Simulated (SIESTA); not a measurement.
SIESTA run on NaHSeO₄ (P1, 14 atoms in the cell): self-consistent single point.

Method: SIESTA 5.4.2 with LDA PW92, numerical atomic orbitals DZP, PseudoDojo LDA standard norm-conserving potentials (rewritten from UPF to PSML).

```
NaHSeO4
1.0
    5.16678     0.00000     0.00000
    0.72037     5.70953     0.00000
    1.87736    -0.14651     6.39066
Na H Se O
2 2 2 8
Direct
  0.03022   0.74737   0.84105
  0.96775   0.24844   0.15201
  0.46922   0.96179   0.48625
  0.96867   0.48686   0.52017
  0.37333   0.70313   0.25263
  0.63712   0.27355   0.72513
  0.70055   0.62934   0.14919
  0.32160   0.38140   0.83769
  0.23096   0.87732   0.10594
  0.78627   0.12406   0.88241
  0.21702   0.46886   0.33167
  0.80372   0.52258   0.65051
  0.32258   0.85423   0.49227
  0.68200   0.12706   0.50108
```

Reference input (self-consistent single point, DFT, LDA PW92, numerical atomic orbitals DZP, PseudoDojo LDA standard norm-conserving potentials (rewritten from UPF to PSML)): XC.functional = LDA; XC.authors = PW92; potentials = PseudoDojo LDA standard; PAO.BasisSize = DZP; PAO.EnergyShift = 0.005 Ry; MeshCutoff = 400 Ry; kgrid.MonkhorstPack = 3 3 3; OccupationFunction = MP; OccupationMPOrder = 0; ElectronicTemperature = 232.09 K; MaxSCFIterations = 150; SCF.Mixer.Method = Pulay. This run's input differs from it in these lines:

```diff
@@ -40,2 +40,3 @@
 PAO.EnergyShift              0.005 Ry
+PAO.SplitNorm                0.1
 MeshCutoff                   400 Ry
```

Output (repeated stretches shortened):

```
        iscf     Eharris(eV)        E_KS(eV)     FreeEng(eV)     dDmax    Ef(eV) dHmax(eV)
   scf:    1   -12588.685538   -12665.473123   -12665.473123  1.567587 -8.746474 16.225294
   scf:    2   -12697.344428   -12684.568414   -12684.568414  0.285181 -4.981486  6.725324
   scf:    3   -12687.927802   -12687.020637   -12687.020637  0.138214 -6.884751  1.065585
   scf:    4   -12687.128196   -12687.081937   -12687.081937  0.030124 -7.214175  0.519537
   scf:    5   -12687.105056   -12687.097680   -12687.097680  0.017858 -7.520162  0.151793
   scf:    6   -12687.101869   -12687.100196   -12687.100196  0.002276 -7.494193  0.128050
   scf:    7   -12687.102122   -12687.101320   -12687.101320  0.002615 -7.503638  0.012207
   scf:    8   -12687.101377   -12687.101353   -12687.101353  0.000403 -7.502242  0.004159
   scf:    9   -12687.101371   -12687.101363   -12687.101363  0.000204 -7.501698  0.001470
   scf:   10   -12687.101364   -12687.101364   -12687.101364  0.000032 -7.501927  0.000693
SCF Convergence by DM+H criterion
max |DM_out - DM_in|         :     0.0000316352
max |H_out - H_in|      (eV) :     0.0006927830
SCF cycle converged after 10 iterations

Using DM_out to compute the final energy and forces

siesta: E_KS(eV) =           -12687.1014

siesta: E_KS - E_eggbox =    -12687.1014

siesta: Atomic forces (eV/Ang):
     1    0.019019   -0.038480    0.015454
     2    0.057167    0.085389    0.016870
     3    0.775045    0.536926   -0.077359
     4    0.545805   -0.096122   -0.751340
     5   -0.084344    0.142406    0.169020
     6    0.161897    0.010276   -0.234176
     7    2.381086   -0.708224   -1.084679
     8   -2.186996    0.983919    1.288919
     9   -1.493870    1.573657   -1.558113
    10    1.574821   -1.415703    1.651538
    11   -1.375201   -1.953145    0.844984
   [... lines left out ...]
siesta: FreeEng =    -12687.101364
   [... lines left out ...]
siesta:    -0.031838    0.005791    0.002838
siesta:     0.005790   -0.030508    0.002859
siesta:     0.002838    0.002859   -0.030784

siesta: Cell volume =        188.523873 Ang**3

siesta: Pressure (static):
siesta:                Solid            Molecule  Units
siesta:           0.00033810         -0.00033349  Ry/Bohr**3
siesta:           0.03104314         -0.03061947  eV/Ang**3
siesta:          49.73658786        -49.05779766  kBar
```

The run converged in 10 iterations. Against the reference run the free energy goes up by 25.3 meV/atom, the pressure goes from 4.77 to 4.97 GPa, the largest force goes from 2.610 to 2.723 eV/Å and the gap on the mesh goes from 3.141 to 3.091 eV.

The starting cell comes from a database of computed structures (which also holds hypothetical and non-ambient phases and stackings), without a prior relaxation at this level. Its lattice was rescaled by a random factor within 2.5 % of one. Values carry the incompleteness of an atom-centred basis. With a pressure of about 5 GPa the cell is away from its equilibrium volume at this level. Forces in this geometry exceed 1 eV/Å.

Cost on one core of a shared machine: roughly 50 s.
